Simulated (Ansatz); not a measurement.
## GaAs: response to strain

The parent structure is GaAs in the zinc blende structure (space group F-43m, No. 216; a = 5.6667 Å). Axes: x, y, z lie along the cube axes.

Strains are applied to the cell and any free atomic positions relax; under biaxial strain the out-of-plane vector relaxes too.

Computed with r2SCAN (Ansatz, an electronic-structure program; PAW; 500 eV plane waves; no spin-orbit coupling).

Notes on the quantities. pressure: mean of the normal stresses, compression positive.

```tsv
case	electron mass	out-of-plane strain	pressure
base	0.051 mₑ (at Γ)	–	0.00 GPa
biaxial strain −3.00 %, plane normal [001], relaxed out of plane	0.068 mₑ out of plane, 0.060 mₑ in plane (at Γ)	+2.52 %	2.79 GPa
biaxial strain −2.50 %, plane normal [001], relaxed out of plane	0.065 mₑ out of plane, 0.058 mₑ in plane (at Γ)	+2.10 %	2.28 GPa
biaxial strain −2.00 %, plane normal [001], relaxed out of plane	0.063 mₑ out of plane, 0.057 mₑ in plane (at Γ)	+1.69 %	1.79 GPa
biaxial strain −1.50 %, plane normal [001], relaxed out of plane	0.060 mₑ out of plane, 0.055 mₑ in plane (at Γ)	+1.27 %	1.32 GPa
biaxial strain −1.00 %, plane normal [001], relaxed out of plane	0.057 mₑ out of plane, 0.054 mₑ in plane (at Γ)	+0.85 %	0.86 GPa
biaxial strain −0.50 %, plane normal [001], relaxed out of plane	0.053 mₑ (at Γ)	+0.43 %	0.42 GPa
```

The levels and masses belong to the bands next to the band gap. Masses are band curvatures over ±0.01 Å⁻¹ around the edge. No phonon test of stability was made.
